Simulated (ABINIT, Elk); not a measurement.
An Elk input for a self-consistent single point of Mg₂Ge (Fm-3m, 3 atoms in the cell) (DFT, LDA (PW92), all-electron FP-LAPW, Elk's shipped species files, APW+lo basis with extra local orbitals):

```
tasks
  0

xctype
  3

rgkmax
  7.5

gmaxvr
  16.0

nxlo
  2

lorbcnd
  .true.

lmaxi
  3

stype
  0

swidth
  0.00183747

scale
  8.509952966

avec
    0.0000000000    0.7071067812    0.7071067812
    0.7071067812    0.0000000000    0.7071067812
    0.7071067812    0.7071067812    0.0000000000

atoms
  2   : nspecies
  'Mg.in'   : spfname
  2   : natoms; atposl, bfcmt below
  0.7500000000  0.7500000000  0.7500000000    0.0 0.0 0.0
  0.2500000000  0.2500000000  0.2500000000    0.0 0.0 0.0
  'Ge.in'   : spfname
  1   : natoms; atposl, bfcmt below
  0.0000000000  0.0000000000  0.0000000000    0.0 0.0 0.0

ngridk
  9 9 9
```

Question: Give the ABINIT input for the same structure, mesh, smearing and functional.

Answer: This is the input that was run; spellings and numerical settings could be chosen otherwise.

```
# Mg2Ge, PseudoDojo nc-sr-04 LDA standard
pp_dirpath "./"
pseudos "Mg.upf, Ge.upf"
acell 4.5032731756 4.5032731756 4.5032731756 Angstrom
rprim
        -0.0000000000    0.7071067812    0.7071067812
         0.7071067812    0.0000000000    0.7071067812
         0.7071067812    0.7071067812   -0.0000000000
natom 3
ntypat 2
znucl 12 32
typat 1 1 2
xcart
         4.7764425000    4.7764425000    4.7764425000
         1.5921475000    1.5921475000    1.5921475000
         0.0000000000    0.0000000000    0.0000000000
      Angstrom
ecut 84 Ry
occopt 7
tsmear 0.00183747
nband 23
kptopt 1
ngkpt 9 9 9
nshiftk 1
shiftk 0 0 0
nstep 50
tolvrs 1.0e-10
prtwf 0
prtden 0
enunit 2
```

Basis settings and potentials, where a program has them, do not carry over. This input uses DFT, LDA (PW92), plane waves, norm-conserving pseudopotentials (PseudoDojo nc-sr-04 LDA standard). LDA parametrisations can differ slightly between programs. Both were run: gap on the mesh 0.228 eV in Elk and 0.216 in ABINIT.

On ABINIT: the starting cell comes from a database of computed structures (which also holds hypothetical and non-ambient phases and stackings), without a prior relaxation at this level.

On Elk: the starting cell comes from a database of computed structures (which also holds hypothetical and non-ambient phases and stackings), without a prior relaxation at this level. Values depend on the basis (sphere radii, cutoffs, local orbitals), which need not be converged.
